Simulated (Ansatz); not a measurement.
Si (P6₃/mmc, No. 194, 4 atoms in the cell; start mp-165; another form than the element's usual one) was calculated with r²SCAN0 (PAW; Ansatz, a program for electronic structure).

Run with plane-wave cutoff 520 eV, 9×9×4 k mesh (along the axes of the cell as run), Fermi–Dirac smearing 0.01 eV, scalar-relativistic PAW data made under PBE.

Cell (relaxed with PBEsol):

```cif
data_Si4
_chemical_formula_sum 'Si4'
_space_group_name_H-M_alt 'P63/mmc'
_space_group_IT_number 194
_space_group_name_Hall '-P 6c 2c'
_cell_length_a 3.82483
_cell_length_b 3.82483
_cell_length_c 6.32420
_cell_angle_alpha 90.000
_cell_angle_beta 90.000
_cell_angle_gamma 120.000
loop_
_atom_site_label
_atom_site_type_symbol
_atom_site_symmetry_multiplicity
_atom_site_Wyckoff_symbol
_atom_site_fract_x
_atom_site_fract_y
_atom_site_fract_z
_atom_site_occupancy
Si1 Si 4 f 0.33333 0.66667 0.06300 1
```

Problem. Estimate the band gap and smallest direct gap on the k points sampled that the calculation returns.

Solution. 
- band gap = 1.67 eV (indirect)
- smallest direct gap on the k points sampled = 2.50 eV

Note: cell and atoms aren't relaxed at this level (pressure -0.3 GPa).

Static lattice: no zero-point or thermal effects.

Computing time: roughly 3 core-minutes.

A start named mp-… is a Materials Project structure, which need not be a measured phase.
